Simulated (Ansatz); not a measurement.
The cell is built on a prototype and need not be the phase stable at ambient conditions.

By r2SCAN, the system below comes out a metal.

Consider the following.

```xyz
4
Lattice="3.9253 0.0000 0.0000 0.0000 7.0327 0.0000 0.0000 3.5164 3.5164" Properties=species:S:1:pos:R:3 pbc="T T T"
Zn     3.5079     5.2745     1.7582
Zn     0.4174     1.7582     1.7582
Se     0.0000     0.0000     0.0000
Se     0.0000     3.5164     0.0000
```

Space group of this cell: P4/nmm. The cell was relaxed by PBE-D3(BJ).

The current flows along the normal of the first two printed cell vectors. No spin-orbit coupling; the value is a mean over 0.1 eV about the Fermi level.

Task: Give the ballistic conductance per area that r2SCAN in Ansatz (an electronic-structure program) yields.

Result: 0.39 × 10¹⁵ S/m² for both spins.
